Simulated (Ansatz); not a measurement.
Consider the following.

End structure of the (11-22) surface of hcp Y in its 1x1 cell, outermost plane spacing 1.54 Å in the ideal cut:

```yaml
crystal:
  lattice:
    - [6.33529, 0.00000, 0.00000]
    - [0.00000, 6.75235, 0.00000]
    - [0.00000, 0.00000, 27.00000]
  atoms:
    - { symbol: Y, position: [0.33855, 0.84020, 0.30773] }
    - { symbol: Y, position: [0.16145, 0.34020, 0.30773] }
    - { symbol: Y, position: [0.84265, 0.97062, 0.35909] }
    - { symbol: Y, position: [0.65735, 0.47062, 0.35909] }
    - { symbol: Y, position: [0.33300, 0.11678, 0.41487] }
    - { symbol: Y, position: [0.16700, 0.61678, 0.41487] }
    - { symbol: Y, position: [0.83348, 0.26146, 0.47108] }
    - { symbol: Y, position: [0.66652, 0.76146, 0.47108] }
    - { symbol: Y, position: [0.33348, 0.41226, 0.52892] }
    - { symbol: Y, position: [0.16652, 0.91226, 0.52892] }
    - { symbol: Y, position: [0.83300, 0.55694, 0.58513] }
    - { symbol: Y, position: [0.66700, 0.05694, 0.58513] }
    - { symbol: Y, position: [0.34265, 0.70309, 0.64091] }
    - { symbol: Y, position: [0.15735, 0.20309, 0.64091] }
    - { symbol: Y, position: [0.83855, 0.83352, 0.69227] }
    - { symbol: Y, position: [0.66145, 0.33352, 0.69227] }
```

Slab: 16 atoms, 10.8 Å thick at the start; k 6x6x1, smearing 0.1 eV, dipole-corrected; single point; on the structure that PBE left under its start's symmetry; no spin, no spin-orbit, no U.

**Question.** Estimate the surface energy (mean of both faces) that r2SCAN, at the PBE geometry run with Ansatz (a program for electronic structure) returns for this input.

**Answer.** 1.16 J/m²

**Question.** Give the work function of the top face at the level r2SCAN, at the PBE geometry.

**Answer.** 3.02 eV
